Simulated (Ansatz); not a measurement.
Start from NbB2 (space group P6/mmm, No. 191; a = 3.096 Å, c = 3.289 Å; relaxed with 0.1 eV smearing). Axes: x lies along a and z along c of the hexagonal cell.

Computed with Kohn–Sham DFT with the PBEsol functional, run in Ansatz (a quantum-chemistry and plane-wave program) with PAW and 420 eV plane waves, no spin-orbit coupling.

Before the change:

- Shortest interatomic distance: 1.787 Å

Modification: compressive biaxial strain of 1.05 % in the plane normal to [001], as in epitaxy on a mismatched substrate; the out-of-plane cell vector and the atoms relax.

Question: Estimate the effect on the out-of-plane strain, in-plane stress and shortest interatomic distance.

Answer: The out-of-plane strain is +0.93 %; the mean in-plane stress (compression positive) is +6.1 GPa; the shortest interatomic distance decreases by 0.0188 Å to 1.769 Å.

Whether these cells are dynamically stable was not tested. All final runs are without spin polarisation. An odd electron count without spin: NbB2.
